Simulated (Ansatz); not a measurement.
Base system: Au in the fcc (Cu type) structure (space group Fm-3m, No. 225).

```xyz
1
Lattice="0.0000 2.0417 2.0417 2.0417 0.0000 2.0417 2.0417 2.0417 0.0000" Properties=species:S:1:pos:R:3 pbc="T T T"
Au     0.0000     0.0000     0.0000
```

Cartesian axes are those of the cell as printed.

The values are results of Kohn–Sham DFT with the PBEsol functional, run in Ansatz (a program for electronic structure) with PAW and 420 eV plane waves, scalar-relativistic without spin-orbit coupling, not measurements.

Strains are applied to the cell and any free atomic positions relax; under stress the whole cell relaxes.

One change was made to it. Results:

The energy goes up by 40 meV/atom; the shortest interatomic distance decreases by 0.1197 Å to 2.768 Å.

**Question.** Which of these changes matches the shifts?
(A) tensor shear ε_xz = −0.94 %
(B) uniaxial stress, 8 GPa tension along z
(C) uniaxial strain ε_xx = −0.57 %
(D) uniaxial strain ε_zz = +0.55 %

**Answer.** B, uniaxial stress, 8 GPa tension along z. For comparison, the energy relative to the base in the other runs: uniaxial strain ε_zz = +0.55 % gives +0.3 meV/atom; uniaxial strain ε_xx = −0.57 % gives +0.3 meV/atom; tensor shear ε_xz = −0.94 % gives +0.7 meV/atom.

Without a gap, meshes like the base's 20×20×20 leave anisotropic stresses uncertain by several tenths of a GPa, and small strain energies with them. Beyond what the load breaks, stability against distortions was not tested.
